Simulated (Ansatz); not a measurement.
Start from CaO in the rock salt structure (space group Fm-3m, No. 225; a = 4.767 Å).

Level of theory: PBEsol (Ansatz, an electronic-structure program, PAW, no SOC).

Carriers are added at fixed cell with a uniform background; the Fermi–Dirac width is that of 300 K.

One change was made to it. Results:

| quantity | base | after |
|---|---|---|
| gap between the host's bands | 3.54 eV | 3.57 eV |
| Fermi level relative to the doped band's edge (positive inside the band; to 0.05 eV) | – | +0.05 eV |
| gap character | indirect, Γ → X | indirect, Γ → X |

### Question
Which change produced these results?
A) holes 1.0×10^22 cm⁻³
B) holes 5.0×10^20 cm⁻³
C) electrons 3.0×10^21 cm⁻³
D) electrons 1.0×10^22 cm⁻³

### Answer
B, holes 5.0×10^20 cm⁻³. For comparison, the Fermi level from band edge in the other runs: electrons 1.0×10^22 cm⁻³ gives +1.15 eV; electrons 3.0×10^21 cm⁻³ gives +0.55 eV; holes 1.0×10^22 cm⁻³ gives +0.35 eV.

Charged cell with a jellium background: band edges are those of the host's band count, energies are not comparable with the neutral cell, and many-body gap narrowing is missing. Gaps are Kohn–Sham eigenvalue differences; semilocal functionals usually give less than the measured gap. Whether these cells are dynamically stable was not tested.
